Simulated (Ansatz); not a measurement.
Here is the system:

End structure of a constructed model of the (100) surface of fcc Cu, a layer of Ge in place of the third plane (bottom of the slab: a bare face, its two planes held):

```xyz
6
Lattice="2.5668 0.0000 0.0000 0.0000 2.5668 0.0000 0.0000 0.0000 25.0000" Properties=species:S:1:pos:R:3 pbc="T T T"
Cu     1.2834     1.2834     8.0345
Cu     0.0000     0.0000     9.8495
Cu     1.2834     1.2834    11.6751
Ge     0.0000     0.0000    13.8044
Cu     1.2834     1.2834    15.9463
Cu     0.0000     0.0000    17.7160
```

Model: 6-atom slab, 8.9 Å thick at the start (thin: gaps and levels are the slab's own), 15x15x1 mesh, Fermi-Dirac 0.1 eV, dipole correction, 2 atoms held, the rest relaxed; start symmetry kept, larger cells not searched; no spin, no spin-orbit, no U. In PBE it lies 0.04 eV a 1x1 cell over the lowest computed structure of the same composition (a layer of Ge in place of the second plane).

Question: What is the computed work function of the top face (PBE (Ansatz, a program for electronic structure))?

Answer: 4.59 eV
